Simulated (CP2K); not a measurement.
CP2K run on ZrSnTe (P4/nmm, 6 atoms in the cell): self-consistent single point.

Computed with PBEsol, GPW, DZVP-MOLOPT-SR-GTH basis, GTH-PBE potentials (GTH_POTENTIALS) (CP2K 2026.2).

The change in words: lattice scaled by 0.98. Reference geometry:
```
ZrSnTe
1.0
    4.09585     0.00000     0.00000
    0.00000     4.09585     0.00000
    0.00000     0.00000     8.78320
Zr Sn Te
2 2 2
Cartesian
  2.04793   0.00000   2.31499
  0.00000   2.04793   6.46821
  0.00000   0.00000   0.00000
  2.04793   2.04793   0.00000
  2.04793   0.00000   5.44040
  0.00000   2.04793   3.34280
```

Reference input (self-consistent single point, DFT PBEsol, GPW, DZVP-MOLOPT-SR-GTH basis, GTH-PBE potentials (GTH_POTENTIALS)): CUTOFF = 500 Ry; REL_CUTOFF = 60 Ry; SMEAR/METHOD = GAUSSIAN; SIGMA = 0.136 eV; KPOINTS/SCHEME = MONKHORST-PACK 5 5 3; XC_FUNCTIONAL = PBE:PBESOL; Zr/BASIS_SET = DZVP-MOLOPT-SR-GTH-q12; Zr/POTENTIAL = GTH-PBE-q12; Sn/BASIS_SET = DZVP-MOLOPT-SR-GTH-q4; Sn/POTENTIAL = GTH-PBE-q4; Te/BASIS_SET = DZVP-MOLOPT-SR-GTH-q6; Te/POTENTIAL = GTH-PBE-q6. This run's input differs from it in these lines:

```diff
@@ -66,5 +66,5 @@
     &CELL
-      A 4.09585100 0.00000000 0.00000000
-      B 0.00000000 4.09585100 0.00000000
-      C 0.00000000 0.00000000 8.78320400
+      A 4.01393400 0.00000000 0.00000000
+      B 0.00000000 4.01393400 0.00000000
+      C 0.00000000 0.00000000 8.60754000
       PERIODIC XYZ
@@ -72,8 +72,8 @@
     &COORD
-      Zr       2.04792550     0.00000000     2.31498908
-      Zr       0.00000000     2.04792550     6.46821492
+      Zr       2.00696700     0.00000000     2.26868932
+      Zr       0.00000000     2.00696700     6.33885068
       Sn       0.00000000     0.00000000     0.00000000
-      Sn       2.04792550     2.04792550     0.00000000
-      Te       2.04792550     0.00000000     5.44040439
-      Te       0.00000000     2.04792550     3.34279961
+      Sn       2.00696700     2.00696700     0.00000000
+      Te       2.00696700     0.00000000     5.33159635
+      Te       0.00000000     2.00696700     3.27594365
     &END COORD
```

The program printed (abridged):

```
 SCF WAVEFUNCTION OPTIMIZATION

  Step     Update method      Time    Convergence         Total energy    Change
     1 NoMix/Diag. 0.20E+00      -     1.89414899      -118.5028734161 -1.19E+02
     2 Broy./Diag. 0.20E+00      -     0.00742425      -118.5363079182 -3.34E-02
     3 Broy./Diag. 0.20E+00      -     0.03138911      -117.7270496976  8.09E-01
     4 Broy./Diag. 0.20E+00      -     0.00805855      -117.3986130158  3.28E-01
     5 Broy./Diag. 0.20E+00      -     0.00447693      -117.4518748813 -5.33E-02
     6 Broy./Diag. 0.20E+00      -     0.00219657      -117.4903172444 -3.84E-02
   [... 5 lines left out ...]
    12 Broy./Diag. 0.20E+00      -     0.00001042      -117.5003670001 -6.28E-05
    13 Broy./Diag. 0.20E+00      -     0.00000041      -117.5003822721 -1.53E-05
    14 Broy./Diag. 0.20E+00      -     0.00000128      -117.5003919437 -9.67E-06
    15 Broy./Diag. 0.20E+00      -     0.00000006      -117.5003930718 -1.13E-06
  *** SCF run converged in    15 steps ***

  Overlap energy of the core charge distribution:               0.00000000434908
  Self energy of the core charge distribution:               -223.10197535766099
  Core Hamiltonian energy:                                     48.90965396091939
  Hartree energy:                                              74.35992725170959
  Exchange-correlation energy:                                -17.66734893525481
  Smearing free energy correction:                             -0.00064999577835
  Fermi energy:                                                 0.34420633325993

  Total energy:                                              -117.50039307179853
  Total energy (extrapolated to sigma->0):                   -117.50006807390935

                     Mulliken Population Analysis

   [... lines left out ...]

 STRESS| Analytical stress tensor [bar]
 STRESS|                        x                   y                   z
 STRESS|      x        5.74935365996E+04   1.08106835762E-06  -1.08870450345E-06
 STRESS|      y        1.08106835762E-06   5.74935573979E+04   9.78431934924E-07
 STRESS|      z       -1.08870450345E-06   9.78431934924E-07   5.55261662434E+04
 STRESS| 1/3 Trace                                             5.68377534136E+04
```

The run converged in 15 iterations. Against the reference run the free energy goes up by 22.8 meV/atom, the pressure goes from -0.31 to 5.68 GPa and the largest force goes from 0.151 to 0.250 eV/Å.

The starting cell comes from a database of computed structures (which also holds hypothetical and non-ambient phases and stackings), without a prior relaxation at this level. Its lattice was rescaled by a random factor within 2.5 % of one. For this run, on top of that: lattice scaled by 0.98. Values carry the incompleteness of an atom-centred basis. The potentials were made for another functional than the one used. With a pressure of about 6 GPa the cell is away from its equilibrium volume at this level.

Cost on one core of a shared machine: roughly 2 min.
